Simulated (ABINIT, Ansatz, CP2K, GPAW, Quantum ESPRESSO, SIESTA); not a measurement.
## Code comparison for MgZnCu (Imma, 6 atoms in the cell)

Self-consistent single point.

```
MgZnCu
1.0
   -2.53499     2.56596     3.58238
    2.53499    -2.56596     3.58238
    2.53499     2.56596    -3.58238
Mg Zn Cu
2 2 2
Direct
  0.12315   0.87315   0.25000
  0.87685   0.12685   0.75000
  0.50000   0.50000   0.50000
  0.50000   0.00000   0.00000
  0.50000   0.50000   0.00000
  0.00000   0.50000   0.50000
```

All programs got the same cell, k-point mesh and kind of occupations (in Ansatz's words: kpoints.mp_grid.grid = 5 5 5; scf.occupations.method = fermi_dirac; scf.occupations.width = 0.0073 Ry); potentials, basis and cutoffs are each program's usual ones.

```
code                                                                                                                                 model  pressure (GPa)  largest force (eV/Å)  k-points        cutoff
----------------  ------------------------------------------------------------------------------------------------------------------------  --------------  --------------------  --------  ------------
CP2K                                                  LDA (Pade form), GPW, DZVP-MOLOPT-SR-GTH basis, GTH-PADE potentials (GTH_POTENTIALS)           -6.37                 0.133        63  grid 1000 Ry
ABINIT                                                                                                  LDA (PW92), PAW (JTH v2.0 LDA PAW)           -8.34                 0.036        27        816 eV
Ansatz                                                                                                 LDA (PW92), PAW files made with PBE           -8.18                 0.035        27       default
Quantum ESPRESSO                                                                       LDA (PZ), GBRV 1.5 ultrasoft (LDA) pseudopotentials           -8.69                 0.036        27         50 Ry
GPAW                                                                         LDA (Perdew-Wang 92), GPAW PAW datasets LDA (gpaw-data 1.0.1)           -8.15                 0.032        27        850 eV
SIESTA            LDA PW92, numerical atomic orbitals DZP, PseudoDojo LDA standard norm-conserving potentials (rewritten from UPF to PSML)           -8.36                 0.003        63   grid 400 Ry
```

The spread over the programs that give each value: pressure within 2.32 GPa; largest force within 0.130 eV/Å.

The starting cell comes from a database of computed structures (which also holds hypothetical and non-ambient phases and stackings), without a prior relaxation at this level. Its lattice was rescaled by a random factor within 2.5 % of one. On Ansatz's run: Spin polarisation is off. In the base run, with a pressure of about -8 GPa the cell is away from its equilibrium volume at this level.

Why do the programs differ, and what cannot be compared?

Differences of this kind can come from the potentials, where these differ, and from what each basis and cutoff leave unconverged. The valence holds different numbers of electrons (CP2K 66, ABINIT 82, Ansatz (a program for electronic structure) 82, Quantum ESPRESSO 98, GPAW 66, SIESTA 98). The zero of total energies and Fermi levels follows the potentials and each program's conventions, so they are not compared here. CP2K and SIESTA use small atom-centred bases, whose incompleteness enters pressures, forces and empty levels differently from a plane-wave cutoff. Ansatz's pressure is given at a fixed set of plane waves, as the other plane-wave codes print theirs; with its correction for the finite basis it is -8.14 GPa. Ansatz's smearing width was typed in Ry to four decimals, so it matches the others to a few per cent. The same LDA comes in different parametrisations, which differ slightly. The programs reduce the same mesh by symmetry to different extents, which changes the work and not the result. In the pressure, CP2K (by 1.90) lies more than 1 GPa from the median of the plane-wave programs. In the force vectors, CP2K (by 0.098) lies more than 0.08 eV/Å from the median of the plane-wave programs.

Left out of this page: Elk (not drawn, or without a comparable value); FLEUR (with a known weakness of the program).

Keys are those of Ansatz 0.2.
